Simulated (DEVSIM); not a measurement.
Structure: abrupt Si p-n junction, at 300 K.

```csv
layer (left to right),material,thickness (μm),Nd (cm⁻³),Na (cm⁻³),τn (s),τp (s)
1,Si,11.0,-,8.8e16,9.4e-7,9.4e-7
2,Si,19.0,2.3e16,-,9.4e-7,9.4e-7
```

Left contact: ohmic. Right contact: ohmic. Voltage is applied to the left contact. Recombination: SRH at mid-gap. Mobility is constant in doping.

The device is made up for the run: typed textbook-type constants, with dimensions and the other settings drawn at random. Values at 300 K.

```tsv
parameter	Si
gap (eV)	1.124
affinity (eV)	4.05
permittivity	11.7
Nc (cm⁻³)	2.86e19
Nv (cm⁻³)	3.1e19
μn (cm²/Vs)	1417
μp (cm²/Vs)	470
```

Model (solved in DEVSIM): 1D drift-diffusion, Boltzmann statistics, complete ionisation; no tunnelling, impact ionisation, image-force lowering or self-heating.

Q: Tabulate band edges, carrier densities and field at zero bias.

A: Energies count from the Fermi level of the right contact; mesh points crowd at the junctions.

| x (μm) | Ec (eV) | Ev (eV) | n (cm⁻³) | p (cm⁻³) | field (V/cm) |
|---|---|---|---|---|---|
| 0.000 | 0.972 | -0.152 | 1300 | 8.8e16 | ≈ 0 |
| 0.03983 | 0.972 | -0.152 | 1300 | 8.8e16 | ≈ 0 |
| 0.1525 | 0.972 | -0.152 | 1300 | 8.8e16 | ≈ 0 |
| 0.4443 | 0.972 | -0.152 | 1300 | 8.8e16 | ≈ 0 |
| 1.767 | 0.972 | -0.152 | 1300 | 8.8e16 | ≈ 0 |
| 4.726 | 0.972 | -0.152 | 1300 | 8.8e16 | ≈ 0 |
| 8.671 | 0.972 | -0.152 | 1300 | 8.8e16 | ≈ 0 |
| 10.38 | 0.972 | -0.152 | 1300 | 8.8e16 | ≈ 0 |
| 10.79 | 0.972 | -0.152 | 1300 | 8.8e16 | ≈ 0 |
| 10.94 | 0.967 | -0.157 | 1600 | 7.2e16 | -3700 |
| 10.99 | 0.837 | -0.287 | 250000 | 4.7e14 | -55000 |
| 11.04 | 0.550 | -0.574 | 1.6e10 | 7.1e9 | -49000 |
| 11.16 | 0.214 | -0.910 | 7.2e15 | 16000 | -9400 |
| 11.47 | 0.184 | -0.940 | 2.3e16 | 5100 | ≈ 0 |
| 12.85 | 0.184 | -0.940 | 2.3e16 | 5100 | ≈ 0 |
| 15.96 | 0.184 | -0.940 | 2.3e16 | 5100 | ≈ 0 |
| 23.42 | 0.184 | -0.940 | 2.3e16 | 5100 | ≈ 0 |
| 27.54 | 0.184 | -0.940 | 2.3e16 | 5100 | ≈ 0 |
| 29.38 | 0.184 | -0.940 | 2.3e16 | 5100 | ≈ 0 |
| 29.78 | 0.184 | -0.940 | 2.3e16 | 5100 | ≈ 0 |
| 29.93 | 0.184 | -0.940 | 2.3e16 | 5100 | ≈ 0 |
| 30.00 | 0.184 | -0.940 | 2.3e16 | 5100 | ≈ 0 |
